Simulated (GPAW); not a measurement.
Troubleshooting GPAW: a failed run on CO2 (Pa-3, 12 atoms in the cell). The aim is a self-consistent single point with DFT PBE, plane waves, GPAW PAW datasets PBE (gpaw-data 1.0.1).

Cell that was meant: a = 5.4734 Å, b = 5.4734 Å, c = 5.4734 Å, α = 90.00°, β = 90.00°, γ = 90.00°.

Part of the input:

```python
              pbc=True)

calc = GPAW(mode={'name': 'pw', 'ecut': 900},
            xc='AM05',
            kpts=(3, 3, 3),
            occupations={'name': 'fixed-uniform'},
            nbands=-6,
```

The program printed (abridged):

```
Input parameters:
  convergence: {bands: -4}
  kpts: [3 3 3]
  maxiter: 120
  mode: {ecut: 900,
         name: pw}
  nbands: -6
  occupations: {name: fixed-uniform}
  symmetry: {symmorphic: False,
             tolerance: 0.0005}
  xc: AM05

Traceback (most recent call last):
   [... frames left out ...]
FileNotFoundError: Could not find required PAW dataset file "C.AM05".

You need to set the GPAW_SETUP_PATH environment variable to point to
the directories where PAW dataset and basis files are stored.  See
https://gpaw.readthedocs.io/install.html#install-paw-datasets
for details.
```

Question: From the messages shown, name the fault and mend the input.

Answer: The fault is a functional for which no datasets are installed. The program looks for atomic datasets under the functional's name. To fix it, return to the functional that was meant, or generate datasets for the new one. The program stopped before any SCF iteration.

An input that runs soundly differs in these lines (not the only fix; some lines may just follow from the change or write a value another way):
```diff
-            xc='AM05',
+            xc='PBE',
```

With that input, the run converged in 49 iterations: free energy E − TS (from the program's reference atoms) -94.4764 eV; top of the valence band (on the code's own zero) -2.34 eV; gap on the k-point mesh 6.96 eV; largest force (vector length) 0.816 eV/Å (DFT PBE, plane waves, GPAW PAW datasets PBE (gpaw-data 1.0.1)).

On the sound input: the starting cell comes from a database of computed structures (which also holds hypothetical and non-ambient phases and stackings), without a prior relaxation at this level. Its lattice was rescaled by a random factor within 2.5 % of one.
